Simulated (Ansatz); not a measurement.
The parent structure is Ge in the diamond structure (space group Fd-3m, No. 227; a = 5.674 Å). Axes: x, y, z lie along the cube axes.

Level of theory: r2SCAN, PAW, 500 eV (Ansatz, a first-principles code; scalar-relativistic without spin-orbit coupling).

For the base:

- Smallest direct gap: 0.36 eV
- Pressure: 0.1 kbar
- Band gap: 0.36 eV
- Valence-band top at Γ: 0.00, 0.00, 0.00 eV
- Gap character: direct at Γ

Now apply this change: compressive biaxial strain of 1.25 % in the plane normal to [111], as in epitaxy on a mismatched substrate; the out-of-plane cell vector and the atoms relax.

Question: Predict the new out-of-plane strain, smallest direct gap, pressure, band gap, valence-band top at Γ and gap character.

Answer: The out-of-plane strain is +0.43 %; the smallest direct gap increases by 0.13 eV (0.36 eV → 0.49 eV); the pressure (mean of the normal stresses, compression positive) grows by 15.7 kbar to 15.8 kbar; the band gap goes up by 0.03 eV to 0.39 eV; the valence-band top at Γ (three highest levels, from the VBM) changes from 0.00, 0.00, 0.00 eV to 0.00, 0.00, -0.15 eV; the gap character changes from direct at Γ to indirect, Γ → L.

Stability against distortions was not tested. The real Ge has an indirect gap at ambient pressure; r2SCAN orders its close-lying valleys differently. k-point labels follow each cell's own Brillouin zone.
